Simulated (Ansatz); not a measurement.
Consider LiF in the rock salt structure (space group Fm-3m, No. 225).

```
LiF
1.0
    0.00000     2.03401     2.03401
    2.03401     0.00000     2.03401
    2.03401     2.03401     0.00000
Li F
1 1
Direct
  0.00000   0.00000   0.00000
  0.50000   0.50000   0.50000
```

Cartesian axes are those of the cell as printed.

All numbers come from PBE (Ansatz, an electronic-structure program), no SOC.

Modification: every lattice vector is shortened by 1.50 %; the atoms relax in the strained cell.

Problem. Predict the stress tensor and what it implies for the stiffness.

Solution. Stress of the strained cell less that of the base (GPa, compression positive):
```
   3.35    0.00    0.00
   0.00    3.35    0.00
   0.00    0.00    3.35
```

Then B = −ΔP/(ΔV/V₀) with ΔV/V₀ = -0.0443 gives secant stiffness values (nonlinear terms included at this strain): B ≈ 76 GPa.

Whether these cells are dynamically stable was not tested.
